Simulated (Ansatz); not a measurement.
The parent structure is SiC in the wurtzite structure (space group P6_3mc, No. 186; a = 3.0760 Å, c = 5.0478 Å). Axes: x lies along a and z along c of the hexagonal cell.

Level of theory: DFT with PBEsol, PAW potentials and a 420 eV plane-wave cutoff in Ansatz (a quantum-chemistry and plane-wave program), no spin-orbit coupling.

For the base:

| Quantity | Value |
|---|---|
| Width of the top valence band | 3.93 eV |
| Smallest direct gap | 3.86 eV |
| Electron mass | 0.26 mₑ along c, 0.43 mₑ across (at K) |

Perturbation: biaxial strain +0.60 %, plane normal [001], relaxed out of plane (Cartesian); in-plane vectors clamped, the third vector and the atoms free.

Problem. How does this affect the width of the top valence band?

Solution. The width of the top valence band falls by 0.08 eV to 3.85 eV.

Problem. How does this affect the smallest direct gap?

Solution. The smallest direct gap drops by 0.08 eV to 3.78 eV.

Problem. What does the calculation give for the electron mass after the change?

Solution. The electron mass becomes 0.26 mₑ out of plane, 0.43 mₑ in plane (at K) (base: 0.26 mₑ along c, 0.43 mₑ across (at K)).

Masses are band curvatures over ±0.01 Å⁻¹ around the edge. Whether these cells are dynamically stable was not tested.
